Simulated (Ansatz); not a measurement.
BGeCN (model structure, started from the AlSiCN type, R3m, No. 160, 4 atoms in the cell), treated with LDA (plane waves, PAW; Ansatz, a quantum-chemistry and plane-wave program).

Numerical settings: plane-wave cutoff 520 eV, 20×20×20 k mesh, Fermi–Dirac smearing 0.05 eV, scalar-relativistic PAW data made under PBE.

Cell (relaxed at this level):

```yaml
crystal:
  lattice:
    - [1.44957, 0.83691, 4.74198]
    - [-1.44957, 0.83691, 4.74198]
    - [0.00000, -1.67382, 4.74198]
  atoms:
    - { symbol: B, position: [0.00227, 0.00227, 0.00227] }
    - { symbol: N, position: [0.88827, 0.88827, 0.88827] }
    - { symbol: Ge, position: [0.49559, 0.49559, 0.49559] }
    - { symbol: C, position: [0.36384, 0.36384, 0.36384] }
```

Problem. Estimate the band gap and smallest direct gap on the k points sampled that the calculation returns.

Solution. 
band gap: 0.43 eV (indirect)
smallest direct gap on the k points sampled: 1.43 eV

Note: the relaxation could raise the start's symmetry but not lower it, so the cell can be a saddle point.

Spin–orbit coupling is not included.

Computed values are for the static lattice.

The result took around 90 core-seconds (rough).

A model structure was made by putting elements into a prototype or built by hand; it is no filed structure, need not be a known phase, and can be a saddle point held by its symmetry.
